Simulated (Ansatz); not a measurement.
Ga (within 0.1 Å of Cmcm, No. 63, 2 atoms in the cell; start mp-10021; another form than the element's usual one), treated with LDA (plane waves, PAW; Ansatz, an electronic-structure program).

Numerical settings: plane-wave cutoff 520 eV, 20×16×14 k mesh (along the axes of the cell as run), Fermi–Dirac smearing 0.05 eV, scalar-relativistic PAW data made under PBE.

Cell (relaxed at this level):

Space group P2₁/m (No. 11); a = 2.7042 Å, b = 3.2816 Å, c = 4.1330 Å, α = γ = 90.00°, β = 109.21°

```csv
atom,site,symmetry,x,y,z
Ga,2e,m,0.8665,0.2500,0.2327
```

Question: Predict the bulk modulus B0.

Answer: 
- bulk modulus B0: 65.7 GPa

The run finds no gap.

Note: the bulk modulus is −V dP/dV from two relaxed cells at ±2 % in volume.

The computed numbers hold no vibrational or temperature effects.

Cost on a shared machine: roughly 5 core-minutes.

A start named mp-… is a Materials Project structure, which need not be a measured phase.
